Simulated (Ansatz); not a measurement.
# PbS (Cmcm, No. 63, 4 atoms in the cell; start mp-1018115; high-pressure phase)

Level of theory: r²SCAN in Ansatz (plane waves, PAW).

Run with plane-wave cutoff 560 eV, 8×8×8 k mesh, Fermi–Dirac smearing 0.01 eV, scalar-relativistic PAW data made under PBE.

Cell (relaxed at this level):

Space group Cmcm (No. 63); a = 4.1647 Å, b = 12.0020 Å, c = 4.2723 Å, α = β = γ = 90.00°

```
atom  site  symmetry       x       y       z
----  ----  --------  ------  ------  ------
Pb      4c       m2m  0.0000  0.1304  0.7500
S       4c       m2m  0.0000  0.6462  0.2500
```
(The calculation used a cell of 4 atoms; values per cell refer to that cell.)

| Quantity | Value |
|---|---|
| band gap | 1.37 eV |
| smallest direct gap on the k points sampled | 1.56 eV |
| Γ–Γ gap | 5.60 eV |

Note: the cell has widely spaced layers and the level no dispersion term, so their spacing and the moduli can rest on weak binding.

Spin–orbit coupling is not included; with these elements it can move the gap by several tenths of an eV or more.

The computed numbers hold no vibrational or temperature effects.

A start named mp-… is a Materials Project structure, which need not be a measured phase.

Ansatz is a program for electronic structure.
